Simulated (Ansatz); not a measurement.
Ru, response to strain

The parent structure is Ru in the hcp (Mg type) structure (space group P6_3/mmc, No. 194; a = 2.722 Å, c = 4.294 Å; relaxed with 0.1 eV smearing). Axes: x lies along a and z along c of the hexagonal cell.

Strains are applied to the cell and any free atomic positions relax.

All numbers come from DFT with PBE, PAW potentials and a 420 eV plane-wave cutoff in Ansatz (a first-principles code), no spin-orbit coupling.

Candidates:
(a) uniaxial strain ε_zz = +2.00 %
(b) uniaxial strain ε_zz = −0.50 %
(c) uniaxial strain ε_zz = −2.50 %
(d) uniaxial strain ε_zz = +2.50 %

Notes on the quantities. energy relative to the base: free energy F.

### Question
Order them by energy relative to the base, highest first.

### Answer
(c) uniaxial strain ε_zz = −2.50 % (+18 meV/atom), (d) uniaxial strain ε_zz = +2.50 % (+16 meV/atom), (a) uniaxial strain ε_zz = +2.00 % (+10 meV/atom), (b) uniaxial strain ε_zz = −0.50 % (+0.7 meV/atom)

Stability against distortions was not tested. The final runs are not spin-polarised.
